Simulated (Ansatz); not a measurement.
Amorphous Zr20O42Si, 63 atoms at 5.32 g/cm³, one PBE-relaxed geometry, zone centre. Methods: PBE, scalar-relativistic without spin-orbit coupling (Ansatz, a first-principles code); r2SCAN, scalar-relativistic without spin-orbit coupling (Ansatz); HSE06, scalar-relativistic without spin-orbit coupling (Ansatz). Plane waves to 420 eV (r2SCAN 500 eV); exact exchange is cut at the cell's faces. At PBE the levels at the filled edge of the gap are localised (band-tail or defect states), and the nearest spread-out levels lie 3.6 eV apart at the zone centre. All rungs ran without spin polarisation.

The cell was made by melting and quenching with the CHGNet potential and then relaxed with DFT. O atoms were pushed apart under 1.9 Å during the dynamics, to hinder bonds among them. The hot cell started wider than the set density and was brought back towards it in steps. It is the lowest in DFT energy of 2 quenches. It is a model cell: composition and starting density were chosen by hand, and all elements were melted together. No dispersion term was used. Its density started from a set value of 5.14 and ended at 5.32 g/cm³. The quench (nominally 300 K/ps over its main leg) was far faster than any real one, so the model tends to hold more defects than a real film. Values belong to this one cell and scatter from quench to quench. The volume was free in the relaxation, at fixed shape. Stress components on the final sampling reach 2.7 GPa. On a 2×2×2 Γ-centred mesh force components of up to 0.12 eV/Å stay, since the relaxation ran on the zone centre alone.

The relaxation ran on the zone centre alone. At PBE the level gap is 3.31 eV on a 2×2×2 Γ-centred mesh, and the spacing at the zone centre alone 3.39 eV.

Task: What zone-centre spacing does r2SCAN give, roughly?

Result: 3.83 eV (+0.44 eV against PBE).

Task: What zone-centre spacing does HSE06 give, roughly?

Result: 4.89 eV (+1.50 eV against PBE).

The highest filled and the lowest empty state spread over these numbers of atoms (participation numbers): PBE: 7.9 and 14.5; r2SCAN: 7.2 and 13.3; HSE06: 6.4 and 14.6.
